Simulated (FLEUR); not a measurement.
A self-consistent single point of Si₂Ni (Fm-3m, 3 atoms in the cell) with FLEUR.

Computed with PBE, all-electron FLAPW (FLEUR), scalar-relativistic valence in FLEUR.

The change in words: lattice scaled by 0.98. Reference geometry:
```yaml
crystal:
  lattice:
    - [0.00000, 2.69315, 2.69315]
    - [2.69315, 0.00000, 2.69315]
    - [2.69315, 2.69315, 0.00000]
  atoms:
    - { symbol: Si, position: [0.25000, 0.25000, 0.25000] }
    - { symbol: Si, position: [0.75000, 0.75000, 0.75000] }
    - { symbol: Ni, position: [0.00000, 0.00000, 0.00000] }
```

Reference input (self-consistent single point, DFT, PBE, all-electron FLAPW (FLEUR), scalar-relativistic valence): Kmax = 4 1/bohr; GmaxXC = 12 1/bohr; xcFunctional = pbe; jspins = 1; l_soc = F; mode = gauss; fermiSmearingEnergy = 0.00367493 Htr; mesh (inpgen div1-3) = 9 9 9; inpgen gamma flag = false; Gmax = 12 1/bohr; numbands = 0; maxIterBroyd = 99. This run's input differs from it in these lines:

```diff
@@ -3,5 +3,5 @@
 &input film=f /
-0.0000000000 5.0893253612 5.0893253612
-5.0893253612 -0.0000000000 5.0893253612
-5.0893253612 5.0893253612 -0.0000000000
+-0.0000000000 4.9875390429 4.9875390429
+4.9875390429 -0.0000000000 4.9875390429
+4.9875390429 4.9875390429 -0.0000000000
 1.0
@@ -44,5 +44,5 @@
          <bravaisMatrix>
-            <row-1>    0.0000000000000000     5.0893253612000002     5.0893253612000002</row-1>
-            <row-2>    5.0893253612000002     0.0000000000000000     5.0893253612000002</row-2>
-            <row-3>    5.0893253612000002     5.0893253612000002     0.0000000000000000</row-3>
+            <row-1>    0.0000000000000000     4.9875390428999999     4.9875390428999999</row-1>
+            <row-2>    4.9875390428999999     0.0000000000000000     4.9875390428999999</row-2>
+            <row-3>    4.9875390428999999     4.9875390428999999     0.0000000000000000</row-3>
          </bravaisMatrix>
```

The program printed (abridged):

```
 Iteration:     1   Distance:      13.35961537 me/bohr^3
 Iteration:     2   Distance:      10.21477711 me/bohr^3
 Iteration:     3   Distance:       8.66959146 me/bohr^3
 Iteration:     4   Distance:       7.16177495 me/bohr^3
 Iteration:     5   Distance:      12.76763316 me/bohr^3
   [... 7 lines left out ...]
 Iteration:    13   Distance:       0.00084224 me/bohr^3
 Iteration:    14   Distance:       0.00016843 me/bohr^3
 Iteration:    15   Distance:       0.00014715 me/bohr^3
 Iteration:    16   Distance:       0.00000216 me/bohr^3
 Run finished successfully
 Stop message:
   Structural relaxation: Done

[file out, last iteration]
             iter=     17
[...]
          total density-effective poten   -3.3103921519E+03
          total charge density-energy d   -1.0554365471E+02
 Updated energy parameters for spin:           1
[...]
 fermi energy and band-weighting factors:
    0.754874    0.754874    0.788232

[...]
FERMIE:
          first approx. to ef    (T=0)  :   0.432818 htr   (energy of the highest occ. eigenvalue)
          number of occ. states  (T=0)  :        419
          first approx. to seigv (T=0)  :  -7.680540 htr
          sum of weights of occ. states :  12.031550
          sum of semicore charge        :   0.000000 e
          fermi energy=   0.43067 har   work function= -11.71901 ev
          number of valence electrons=  24.00000
   [... lines left out ...]
          total moment                 =     0.00000
 Direct bandgap for spin            1 :    3.1446495848655498E-002  Htr
 ---->    free energy=                     -2100.9337159698 htr
   [... lines left out ...]
      extrapolation for T->0
 ---->    total electron energy=           -2100.9337159698 htr
 ***** TOTAL FORCES ON ATOMS *****
 TOTAL FORCE FOR ATOM TYPE=  1  X=  2.494   Y=  2.494   Z=  2.494
                       FX_TOT= 0.000000 FY_TOT= 0.000000 FZ_TOT= 0.000000
 TOTAL FORCE FOR ATOM TYPE=  2  X=  0.000   Y=  0.000   Z=  0.000
                       FX_TOT= 0.000000 FY_TOT= 0.000000 FZ_TOT= 0.000000
 Structural relaxation: Done
```

The run converged in 16 iterations. FLEUR gives forces in its relaxation mode, with a further iteration, so its stop message speaks of a relaxation. Against the reference run the total energy goes up by 55.3 meV/atom.

The starting cell comes from a database of computed structures (which also holds hypothetical and non-ambient phases and stackings), without a prior relaxation at this level. For this run, on top of that: lattice scaled by 0.98. Spin polarisation is off. Values depend on the basis (sphere radii, cutoffs, local orbitals), which need not be converged. The log's line on a gap gives a spacing of levels on this mesh, which the program prints for metals too.

Cost on one core of a shared machine: roughly 40 s.
